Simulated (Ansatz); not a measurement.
A hypothetical phase is included: elements placed on a structure type, which no database files for this compound.

Evanescent states of SiO₂ (P4_2/nmc, 6 atoms a cell, 10.9 Å³ an atom, -4 GPa at this level) along the normal of (001)

Computed with r2SCAN (plane waves, PAW; Ansatz, a first-principles code).

The gap is the functional's own, uncorrected, and κ follows it; spin-orbit coupling is left out. Mid-gap means the computed energy nearest the middle.

Energies count from the valence-band top; κ is the least over a 10×10 mesh across the current.

```csv
E (eV),κ (1/Å),where
0.14,0.314,off Γ
0.41,0.491,off Γ
0.68,0.516,Γ
0.94,0.531,Γ
1.22,0.541,Γ
1.49,[?],Γ
1.75,[?],Γ
2.02,[?],Γ
2.29,[?],Γ
2.56,[?],Γ
2.83,[?],Γ
3.10,[?],Γ
3.38,[?],Γ
3.65,[?],Γ
3.92,[?],Γ
4.18,[?],Γ
4.46,0.420,Γ
4.72,0.385,Γ
5.00,0.341,Γ
5.26,0.284,Γ
5.54,0.205,Γ
```

Some entries are withheld; supply them.


- 1.49, κ (1/Å): 0.548
- 1.75, κ (1/Å): 0.552
- 2.02, κ (1/Å): 0.553
- 2.29, κ (1/Å): 0.551
- 2.56, κ (1/Å): 0.546
- 2.83, κ (1/Å): 0.538
- 3.10, κ (1/Å): 0.527
- 3.38, κ (1/Å): 0.513
- 3.65, κ (1/Å): 0.496
- 3.92, κ (1/Å): 0.475
- 4.18, κ (1/Å): 0.450
